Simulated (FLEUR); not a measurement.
**PBEsol against PBE in FLEUR: the gap on the mesh of tetrahedral semiconductors**

Single points in FLEUR on the same cell and mesh at two levels: PBE (all-electron FLAPW, scalar-relativistic) and PBEsol (all-electron FLAPW, scalar-relativistic). No measured value is used, so the table compares levels and does not rank them. The number in brackets is the space group.

Here x stands for gap on the mesh, PBE and y for gap on the mesh, PBEsol.

```csv
crystal,"gap on the mesh, PBE (eV)","gap on the mesh, PBEsol (eV)",cell as run (Å³/atom),k mesh,cutoffs
Si (227),0.574,0.464,20.02,7×7×7,Kmax 3.9 1/bohr
ZnO (186),0.830,0.722,11.85,8×8×5,Kmax 4.7 1/bohr
BAs (216),1.228,1.131,13.65,8×8×8,Kmax 4.6 1/bohr
GaN (216),1.498,?,11.82,6×6×6,Kmax 4.8 1/bohr
SiC (186),2.273,2.119,10.32,6×6×4,Kmax 4.5 1/bohr
C (227),4.266,4.134,5.41,13×13×13,Kmax 4.5 1/bohr
BN (186),5.373,5.144,5.69,10×10×6,Kmax 4.5 1/bohr
```

Taking a straight line for y over the 6 complete rows: With u = x - 2.4, the rows have u = -1.8260, -1.5700, -1.1720, -0.1270, 1.8660, 2.9730. Means: u 0.024000, y 2.2857. About the means, the sum of products is 19.103 and the sum of squares of u is 19.506; the slope is their ratio. Least squares gives y = 2.2622 + 0.97931·u. Residuals (row less fit): -0.0100, -0.0027, 0.0166, -0.0188, 0.0444, -0.0297; standard error 0.0300 (degrees of freedom: 4). Full agreement would be y = x; this line has slope 0.979 and stands -0.138 eV from it at x = 2.400.

Q: Estimate the missing y (x = 1.498); what did the run itself give?

A: u = -0.9020, so y = 2.2622 + 0.97931 × (-0.9020) = 1.379 eV. The calculation gives 1.445 eV, 0.066 eV above the prediction (1.4 % of the range of y in the table). The row lies between fitted rows. From the scatter of the fitted rows alone, a prediction at this place has a standard error of 0.0330 eV, so the miss is 2.0 times that.

Copying x would have missed this row by 0.053. The cells are not relaxed at this level: typed lattice constants and structures from a database of calculations, some with the lattice rescaled by up to 2.5 %. Spin-orbit coupling is off, which matters for the heavier members. Gaps are read on the mesh, which need not hold the band edges; crystals whose gap falls under 0.15 eV in either column are left out. FLEUR: values depend on the basis (sphere radii, cutoffs, local orbitals), which need not be converged. The rows, and the inner row withheld, were drawn at random from non-magnetic crystals of this class with sound runs on fine meshes; tables whose line scatters by over 5 % of the range, or whose columns agree throughout, aren't shown.
